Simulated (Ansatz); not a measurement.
# Convergence study of the plane-wave cutoff for CdSe (R3m, 2 atoms in the cell)

```
CELL_PARAMETERS angstrom
      0.00000     3.04013     3.04013
      3.04013     0.00000     3.04013
      3.04013     3.04013     0.00000
ATOMIC_POSITIONS crystal
  Cd 0.00475 0.00475 0.00475
  Se 0.25000 0.25000 0.25000
```

Method: LDA (PW92), default PAW files made with PBE (plane waves; Ansatz, a quantum-chemistry and plane-wave program).

Base settings: basis.ecutwfc = 420 eV; kpoints.mp_grid.grid = 7 7 7; hamiltonian.xc = lda; hamiltonian.pseudopotentials = {kind: paw} (the program's default PAW files); scf.occupations.method = fermi_dirac; scf.occupations.width = 0.01 eV.

The second cell is the first with its lattice scaled by 0.98.

The mesh stays at the base's, so the ladder's end is converged at best in this setting alone.

The first pressure column holds Ansatz's estimate of the finite-basis (Pulay) stress, which hides part of the cutoff error; the other is without it.

Only quantities that move along the ladder and can be compared are tabulated.

The count of work is k-points × plane waves × bands × iterations; it is no time. 

The starting cell has typed, rounded lattice constants, without a prior relaxation at this level. Its lattice was rescaled by up to half a per cent. One atom was moved a little off its site on purpose.

```tsv
basis.ecutwfc	free energy less the last step's (meV/atom)	energy of the compressed cell less the first (meV/atom)	pressure (GPa)	pressure without the Pulay estimate (GPa)	largest difference of a force vector from the last step's (eV/Å)	count of work / last
145 eV	56826.70	-25.50	8.75	-1064.95	0.164	0.074
170 eV	23943.94	-151.85	-4.92	-551.30	0.163	0.092
190 eV	11603.82	-189.45	-3.08	-313.39	0.069	0.11
210 eV	5392.92	-15.94	-0.66	-171.43	0.016	0.11
230 eV	2394.74	-63.06	-2.54	-90.14	0.054	0.13
250 eV	1021.76	-26.75	-1.93	-45.72	0.031	0.15
295 eV	108.07	-4.11	-1.76	-8.47	0.003	0.18
335 eV	9.86	-2.33	-1.86	-2.61	0.000	0.18
380 eV	2.04	-2.52	-1.86	-1.89	0.000	0.23
420 eV	1.58	-2.53	-1.86	-1.89	0.000	0.26
460 eV	0.98	-2.51	-1.86	-1.89	0.000	0.30
505 eV	0.66	-2.53	-1.87	-1.87	0.000	0.35
565 eV	0.47	-2.54	-1.87	-1.87	0.000	0.41
630 eV	0.24	-2.54	-1.87	-1.87	0.000	0.48
735 eV	0.06	-2.55	-1.87	-1.87	0.000	0.64
840 eV	0.02	-2.55	-1.87	-1.87	0.000	0.76
1010 eV	0.00	-2.55	-1.87	-1.87	0.000	1.0
```

Coarsest basis.ecutwfc that holds the pressure within 0.05 GPa of the last step, with all finer ones: 335 eV, at 0.18 of the last step's count of work; the step before is off by 0.11 GPa.

Coarsest basis.ecutwfc that holds the forces within 0.01 eV/Å of the last step, with all finer ones: 295 eV, at 0.18 of the last step's count of work; the step before is off by 0.031 eV/Å.

Coarsest basis.ecutwfc that holds the free energy within 5 meV/atom of the last step, with all finer ones: 380 eV, at 0.23 of the last step's count of work; the step before is off by 9.9 meV/atom.

The energy difference between the two cells stays within 1 meV/atom of the last step's from 335 eV on, the total only from 460 eV on: much of the error is common to both cells and cancels.

At the lowest cutoff the pressure without the Pulay estimate lies 1060 GPa under the last step's, the usual sign of Pulay stress in an incomplete plane-wave basis.

Keys are those of Ansatz 0.2.
